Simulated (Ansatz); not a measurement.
The starting structures come from a database of crystals and need not be the phases stable at ambient conditions.

Tunnelling through a barrier is set by its complex band structure: the current falls as exp(−2κd) with the smallest κ.

Input:

```yaml
crystal:
  lattice:
    - [4.18433, 0.00000, 0.00000]
    - [0.00000, 6.40524, 0.00000]
    - [0.00000, 0.00000, 6.40524]
  atoms:
    - { symbol: Ca, position: [0.50000, 0.50000, 0.50000] }
    - { symbol: Ca, position: [0.00000, 0.00000, 0.00000] }
    - { symbol: Cl, position: [0.00000, 0.69680, 0.69680] }
    - { symbol: Cl, position: [0.00000, 0.30320, 0.30320] }
    - { symbol: Cl, position: [0.50000, 0.19680, 0.80320] }
    - { symbol: Cl, position: [0.50000, 0.80320, 0.19680] }
```

Space group of this cell: P4_2/mnm, rutile. The cell is taken as given.

Transport runs along the normal of the first two printed cell vectors, the (100) plane of the conventional cell.

The gap is the functional's own, uncorrected, and κ follows it; spin-orbit coupling is left out. Mid-gap values are interpolated between the computed energies.

Task: Compute, with r2SCAN in Ansatz (an electronic-structure program), the band gap and the smallest decay constant κ at mid-gap.

Result: Gap 5.92 eV on a 8×6×6 mesh; κ = 0.431 1/Å, at the zone centre.
